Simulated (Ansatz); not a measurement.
What uniaxial strain ε_zz = −3.00 % does to ZrC

Start from ZrC in the rock salt structure (space group Fm-3m, No. 225; a = 4.669 Å; relaxed with 0.1 eV smearing). Axes: x, y, z lie along the cube axes.

Modification: uniaxial strain ε_zz = −3.00 %, all other strain components held at zero; the atoms relax in the strained cell.

Computed with PBEsol (Ansatz, a first-principles code; PAW; 420 eV plane waves; no spin-orbit coupling). Γ-centred 21×21×21 mesh, Fermi–Dirac width 0.1 eV.

The space group changes from Fm-3m (No. 225) to I4/mmm (No. 139) and the shortest interatomic distance shrinks by 0.0700 Å, from 2.335 Å to 2.264 Å. The energy rises by 20 meV/atom and the band gap stays zero. The stress (xx, yy, zz, yz, xz, xy; compression positive) amounts to (3.4, 3.4, 17.5, 0.0, 0.0, 0.0) GPa.

Final structure:

```
CELL_PARAMETERS angstrom
      0.00000     2.33454     2.26450
      2.33454     0.00000     2.26450
      2.33454     2.33454     0.00000
ATOMIC_POSITIONS crystal
  Zr 0.00000 0.00000 0.00000
  C  0.50000 0.50000 0.50000
```

No phonon test of stability was made. The final runs are not spin-polarised.
